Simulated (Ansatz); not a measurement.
Start from Ta in the bcc (W type) structure (space group Im-3m, No. 229; a = 3.254 Å; relaxed with 0.1 eV smearing). Axes: x, y, z lie along the cube axes.

All numbers come from DFT with LDA, PAW potentials and a 420 eV plane-wave cutoff in Ansatz (a first-principles code), no spin-orbit coupling.

Modification: uniaxial strain ε_zz = −2.50 %, all other strain components held at zero; the atoms relax in the strained cell.

Problem. Predict the stress tensor and what it implies for the stiffness.

Solution. Stress of the strained cell less that of the base (GPa, compression positive):
```
    4.7     0.0     0.0
    0.0     4.7     0.0
    0.0     0.0     8.1
```

Then −Δσ_ii/ε with ε = -0.0250 gives secant stiffness values (nonlinear terms included at this strain): C33 ≈ 322 GPa, C13 ≈ 189 GPa and C23 ≈ 189 GPa.

As a check, the harmonic strain energy −½ V₀ Δσ:ε is 11 meV/atom; the computed energy rise is 11 meV/atom.

Stability against distortions was not tested. The final runs are not spin-polarised.
